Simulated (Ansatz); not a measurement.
The starting structures come from a database of crystals and need not be the phases stable at ambient conditions.

Inside the gap of an insulator the Bloch states are evanescent, with a wavenumber k + iκ along the transport direction.

Input:

```
SnSe2
1.0
    6.65128     0.00000     0.00000
    3.32564     6.30428    -0.13534
    3.32564    -0.54526     1.84101
Sn Se
1 2
Direct
  0.00000   0.00000   0.00000
  0.59866   0.73467   0.73467
  0.40134   0.26533   0.26533
```

The cell was relaxed by PBE-D3(BJ).

Transport runs along the normal of the first two printed cell vectors, the (111) plane of the conventional cell.

The gap is the functional's own, uncorrected, and κ follows it; spin-orbit coupling is left out. Mid-gap means the computed energy nearest the middle.

Q: Estimate the band gap and the smallest decay constant κ at mid-gap that r2SCAN run with Ansatz (a first-principles code) returns for this system.

A: Gap 0.62 eV on a 16×16×16 mesh; κ = 0.114 1/Å, at the zone centre.
